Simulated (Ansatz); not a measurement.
Base system: SiC (space group P6_3mc, No. 186; a = 3.078 Å, c = 10.076 Å).

It is then changed as follows: cell and atoms relaxed at a pressure of 30 GPa.

Levels (all Ansatz, a quantum-chemistry and plane-wave program, PAW, earlier PAW set): PBEsol (420 eV, scalar-relativistic without spin-orbit coupling); r2SCAN (500 eV, scalar-relativistic without spin-orbit coupling).

The geometry is relaxed with PBEsol.

- PBEsol band gap = 2.13 eV
- PBEsol width of the top valence band = 2.63 eV
- PBEsol pressure = 30.00 GPa
- PBEsol gap character = indirect, Γ → M

With r2SCAN at the same geometry, the band gap rises by 0.505 eV, from 2.13 eV to 2.64 eV; the width of the top valence band increases by 0.082 eV (2.63 eV → 2.72 eV); the pressure goes up by 0.67 GPa to 30.67 GPa; the gap character is still indirect, Γ → M.

Single points use the geometry relaxed with PBEsol. Their cutoffs differ, which shifts pressures a little. Load acts through the strain it causes; cell and atoms are relaxed under it. Whether these cells are dynamically stable was not tested. No other phases were tried under pressure.
